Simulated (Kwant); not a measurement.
System: wire with an abrupt hard-wall neck in a GaAs two-dimensional gas. Effective mass 0.067 mₑ, grid spacing 3 nm, hard walls, nominal width 60 nm (19 grid rows, so walls 60 nm apart), one parabolic valley, scattering region 180 nm long along x; energies count from the band bottom; Fermi energy swept from 0.0007795 to 0.04706 eV. Central neck 34 nm wide and 72 nm long.

The device is made up for the run: typed textbook-type constants, with dimensions and the other settings drawn at random.

Computed with Kwant: effective-mass tight-binding model on a square grid, one spin, coherent transport at 0 K. Conductance is in e²/h.

### Question
How many channels do the leads carry at E = 16.2, 32.3 meV?

### Answer
The hard-wall thresholds are n² ħ²π²/(2mW²) = n² × 1.56 meV with W = 60 nm. √(16.2/1.56) = 3.22, so 3. √(32.3/1.56) = 4.55, so 4.
